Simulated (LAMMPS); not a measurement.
Pressure dependence of CdTe (zinc blende) at 1760 K, from the melt.

Computed with classical MD, pair style sw, file CdTeZnSeHgS0.sw, run in LAMMPS.

| P (GPa) | state | volume | coordination number of Cd by Te | self-diffusion coefficient of Cd (not corrected for cell size) | viscosity |
|---|---|---|---|---|---|
| 0 | liquid | 38.02 ± 0.06 Å³/atom | 3.91 (counted to 3.94 Å) | (1.01 ± 0.02) × 10^-4 cm²/s | 0.8 ± 0.2 mPa s |
| 2 | liquid | 33.253 ± 0.008 Å³/atom | 4.58 (counted to 3.98 Å) | (9.1 ± 0.2) × 10^-5 cm²/s | - |
| 5 | liquid | 30.956 ± 0.008 Å³/atom | 5.25 (counted to 4.06 Å) | (7.9 ± 0.1) × 10^-5 cm²/s | 1.5 ± 0.2 mPa s |

Caution: the real compound melts congruently only under the pressure of its own vapour and loses its more volatile element when open.

Caution (rows 2; 5): a run this short can hold a crystal over, or a liquid under, the potential's own melting point, which these runs don't give.

States go by the mean squared displacement: a species diffuses where it passes 1.5 Å², still rises and gives D over 1e-6 cm²/s; a crystal has left its structure where atoms lie 0.35 Å off their sites on average or a cubic box changes its shape by 3 %, or the axial ratios of another lie 8 % off the starting cell's, which the potential's own relaxation can also do.

Errors of D are the spread over four groups of atoms in one short run; a floor of about 5 %, a picked value, is safer.

Uncertainties are statistical and leave out the potential's own error.
